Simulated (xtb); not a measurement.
xtb 6.7.1, GFN2-xTB: Cd(Cl)(SH)(dme) (C[O]1CC[O](C)->[Cd]<-1([SH])[Cl]), 20 atoms. The geometry is a generated start, not checked to be a minimum at this level.

```
Quantity                                                                                                        Value
------------------------  -------------------------------------------------------------------------------------------
method                                                                                                       GFN2-xTB
--acc                                                                                                     1 (default)
--etemp (K)                                                                                             300 (default)
detailed input (--input)  none: ANC optimiser, Lindh (1995) Hessian, microcycle=20, maxdispl=1.0, hlow=0.01 (default)
basis functions                                                                                                    59
valence electrons                                                                                                  54
```

```xyz
20

Cd     1.3158    -0.7251    -1.7061
Cl    -0.2108    -1.6195    -3.2170
S      2.8752     0.6532    -0.4355
H      3.7283    -0.3164    -0.1293
C     -0.4544     2.3191    -1.0124
O     -0.5667     0.9116    -0.9360
C     -1.1932     0.4801     0.2566
C     -1.1933    -1.0500     0.2877
O      0.0972    -1.6226     0.4033
C      0.6730    -1.5051     1.6952
H     -0.0321     2.5457    -1.9911
H      0.2086     2.7035    -0.2275
H     -1.4405     2.7892    -0.9181
H     -2.2342     0.8378     0.2806
H     -0.6605     0.8904     1.1289
H     -1.5839    -1.4168    -0.6669
H     -1.8280    -1.3985     1.1136
H      1.0068    -0.4837     1.9042
H      1.5356    -2.1708     1.7087
H     -0.0430    -1.8223     2.4611
```

Charge 0 and multiplicity 1 are set for this test and not shown to be the ground state.

The structure is relaxed from this start with --opt LEVEL for the levels crude, sloppy, loose, lax, normal, tight, vtight, extreme, once each. Up to the end of the extreme run atoms move by at most 1.2 Å along an axis.

Question: What is the loosest level that ends within 5 meV of the extreme run, and how many cycles does it take?

Answer: normal: 33 cycles against 47, ending 0.33 meV above.

```csv
level,cycles,energy above the extreme run (meV),gradient norm (eV/Å)
crude,1,18,0.10
sloppy,1,18,0.10
loose,1,18,0.10
lax,1,18,0.10
normal,33,0.33,0.046
tight,38,0.041,0.011
vtight,44,under 0.01,0.0023
extreme,47,—,0.0017
```
